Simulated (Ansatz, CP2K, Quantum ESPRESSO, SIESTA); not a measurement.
**One structure in several programs: ScAu4 (P1, 5 atoms in the cell)**

Self-consistent single point, at a second geometry (atoms moved at random). First geometry:

```
CELL_PARAMETERS angstrom
     -3.27168     3.27168     2.01267
      3.27168    -3.27168     2.01267
      3.27168     3.27168    -2.01267
ATOMIC_POSITIONS crystal
  Sc 0.00000 0.00000 0.00000
  Au 0.79718 0.60235 0.39953
  Au 0.20282 0.39765 0.60047
  Au 0.60235 0.20282 0.80517
  Au 0.39765 0.79718 0.19483
```

Second geometry:
```xyz
5
Lattice="-3.2717 3.2717 2.0127 3.2717 -3.2717 2.0127 3.2717 3.2717 -2.0127" Properties=species:S:1:pos:R:3 pbc="T T T"
Sc     0.0204    -0.0042     0.0066
Au     0.6785     1.8849     2.0040
Au     2.5859     1.3457    -0.0545
Au     1.3477     3.9630     0.0383
Au     1.9109    -0.6461     2.0309
```

Shared settings, as Ansatz (a quantum-chemistry and plane-wave program) writes them: kpoints.mp_grid.grid = 6 6 6; scf.occupations.method = gaussian; scf.occupations.width = 0.272 eV. Potentials and cutoffs stand in the table.

```tsv
code	model	ΔF from the first geometry (meV/atom)	pressure (GPa)	largest force (eV/Å)	cutoff
Ansatz	LDA (PW92), PAW files made with PBE	10.6	-3.83	0.600	420 eV
CP2K	LDA (Pade form), GPW, DZVP-MOLOPT-SR-GTH basis, GTH-PADE potentials (GTH_POTENTIALS)	12.4	1.17	0.725	grid 600 Ry
Quantum ESPRESSO	LDA (PZ), GBRV 1.5 ultrasoft (LDA) pseudopotentials	10.8	-4.13	0.607	50 Ry
SIESTA	LDA PW92, numerical atomic orbitals DZP, PseudoDojo LDA standard norm-conserving potentials (rewritten from UPF to PSML)	15.2	-5.07	0.830	grid 350 Ry
```

Size of the force on each atom (eV/Å): Sizes of forces hide their directions.

| code | Sc1 | Au2 | Au3 | Au4 | Au5 |
|---|---|---|---|---|---|
| Ansatz | 0.272 | 0.600 | 0.459 | 0.343 | 0.471 |
| CP2K | 0.296 | 0.725 | 0.582 | 0.438 | 0.538 |
| Quantum ESPRESSO | 0.272 | 0.607 | 0.464 | 0.349 | 0.474 |
| SIESTA | 0.301 | 0.830 | 0.637 | 0.519 | 0.605 |

On Ansatz's run: spin-orbit coupling is off.

The spread over the programs that give each value: ΔF from the first geometry within 4.6 meV/atom; pressure within 6.24 GPa; largest force within 0.230 eV/Å.

CP2K and SIESTA use small atom-centred bases, whose incompleteness enters pressures, forces and empty levels differently from a plane-wave cutoff. Ansatz's pressure is given at a fixed set of plane waves, as the other plane-wave codes print theirs; with its correction for the finite basis it is -3.79 GPa. The same LDA comes in different parametrisations, which differ slightly. In the pressure, CP2K (by 5.15) and SIESTA (by 1.09) lie more than 1 GPa from the median of the plane-wave programs. In the force vectors, CP2K (by 0.126) and SIESTA (by 0.232) lie more than 0.08 eV/Å from the median of the plane-wave programs.

The starting cell comes from a database of computed structures (which also holds hypothetical and non-ambient phases and stackings), without a prior relaxation at this level. Its lattice was rescaled by a random factor within 2.5 % of one. For this run, on top of that: atoms moved at random.

Keys are those of Ansatz 0.2.
